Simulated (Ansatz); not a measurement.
Here is the system:

End structure of a constructed model of the (111)B surface of zinc-blende BP, P-terminated, 2x2 In adatom at H3 (bottom of the slab: 3 H on 4 bottom sites):

```
CELL_PARAMETERS angstrom
      6.43241     0.00000     0.00000
     -3.21621     5.57063     0.00000
      0.00000     0.00000    30.50000
ATOMIC_POSITIONS crystal
  B  0.33076 0.16922 0.30686
  B  0.83844 0.16922 0.30686
  B  0.33076 0.66155 0.30686
  B  0.83335 0.66668 0.32033
  P  0.16667 0.33333 0.32877
  P  0.66331 0.32666 0.32771
  P  0.17337 0.83669 0.32771
  P  0.66331 0.83665 0.32771
  B  0.16667 0.33333 0.39337
  B  0.66667 0.33333 0.39337
  B  0.16667 0.83333 0.39337
  B  0.66667 0.83333 0.39337
  P  0.00000 0.00000 0.41490
  P  0.50000 0.00000 0.41490
  P  0.00000 0.50000 0.41490
  P  0.50000 0.50000 0.41490
  B  0.99981 0.99957 0.47945
  B  0.49995 0.99998 0.47958
  B  0.99981 0.50024 0.47945
  B  0.50038 0.50019 0.47962
  P  0.33289 0.16615 0.50096
  P  0.83355 0.16677 0.50078
  P  0.33289 0.66674 0.50096
  P  0.83394 0.66697 0.50105
  B  0.33307 0.16605 0.56567
  B  0.83324 0.16662 0.56541
  B  0.33307 0.66702 0.56567
  B  0.83389 0.66695 0.56573
  P  0.16649 0.33325 0.58641
  P  0.66675 0.33324 0.58645
  P  0.16666 0.83333 0.58769
  P  0.66675 0.83351 0.58645
  B  0.17099 0.33550 0.65123
  B  0.66448 0.33545 0.65124
  B  0.16670 0.83335 0.65418
  B  0.66448 0.82903 0.65124
  P  0.99792 0.00210 0.67124
  P  0.50421 0.00210 0.67128
  P  0.99792 0.49582 0.67124
  P  0.49998 0.49999 0.67469
  H  0.33172 0.16825 0.26724
  H  0.83649 0.16824 0.26724
  H  0.33172 0.66347 0.26724
  In 0.83353 0.16677 0.73736
```

Model: 44-atom slab, 14.2 Å thick at the start with caps and adatoms, 4x4x1 mesh, Fermi-Dirac 0.025 eV, dipole correction, 8 atoms held, the rest relaxed; held to the start's symmetry, so lower structures may exist; no spin, no spin-orbit, no U. In PBE it lies 0.04 eV a 1x1 cell over the lowest computed structure of the same composition (2x2 In adatom at T4).

What is the computed gap of the slab on its k-mesh (PBE run with Ansatz, an electronic-structure program)?

0.30 eV

What highest filled level below the top vacuum level does PBE give?

4.20 eV
